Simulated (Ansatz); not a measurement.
The starting structures come from a database of crystals and need not be the phases stable at ambient conditions.

By PBEsol, the system below comes out a metal.

Data:

```
AuCu
1.0
    2.88611     0.00000     0.00000
   -1.44306     2.49944     0.00000
    1.44305     0.83315     4.25617
Cu Au
1 1
Direct
  0.00000   0.50000   0.50000
  0.00000   0.00000   0.00000
```

Space group of this cell: R-3m. The cell is taken as given; by PBEsol its mean pressure is -8.0 GPa.

The current flows along the normal of the first two printed cell vectors, the (001) plane of the conventional cell. No spin-orbit coupling; the value is a mean over 0.1 eV about the Fermi level.

Q: Compute, with PBEsol run with Ansatz (an electronic-structure program), the ballistic conductance per area.

A: 0.85 × 10¹⁵ S/m² for both spins.
